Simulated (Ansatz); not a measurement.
# MgO (model structure, started from the BeO type, P4₂/mnm, No. 136, 8 atoms in the cell)

The numbers are results of PBEsol (plane waves, PAW; Ansatz, a program for electronic structure), not measurements.

Settings: plane-wave cutoff 520 eV, 6×6×10 k mesh (along the axes of the cell as run), Fermi–Dirac smearing 0.01 eV, scalar-relativistic PAW data made under PBE.

Cell (relaxed at this level):

```cif
data_Mg4O4
_chemical_formula_sum 'Mg4 O4'
_space_group_name_H-M_alt 'P 1'
_space_group_IT_number 1
_cell_length_a 5.50983
_cell_length_b 5.50983
_cell_length_c 3.27640
_cell_angle_alpha 90.000
_cell_angle_beta 90.000
_cell_angle_gamma 90.000
loop_
_space_group_symop_operation_xyz
  'x, y, z'
loop_
_atom_site_label
_atom_site_type_symbol
_atom_site_fract_x
_atom_site_fract_y
_atom_site_fract_z
_atom_site_occupancy
Mg1 Mg 0.32051 0.67949 0.00000 1
Mg2 Mg 0.67949 0.32051 0.00000 1
Mg3 Mg 0.82051 0.82051 0.50000 1
Mg4 Mg 0.17949 0.17949 0.50000 1
O1 O 0.31658 0.31658 0.00000 1
O2 O 0.68342 0.68342 0.00000 1
O3 O 0.18342 0.81658 0.50000 1
O4 O 0.81658 0.18342 0.50000 1
```

```
Property                                       Value
-------------------------------------------  -------
band gap                                     3.36 eV
smallest direct gap on the k points sampled  3.37 eV
```

Note: the relaxation could raise the start's symmetry but not lower it, so the cell can be a saddle point.

Static lattice: no zero-point or thermal effects.

A model structure was made by putting elements into a prototype or built by hand; it is no filed structure, need not be a known phase, and can be a saddle point held by its symmetry.
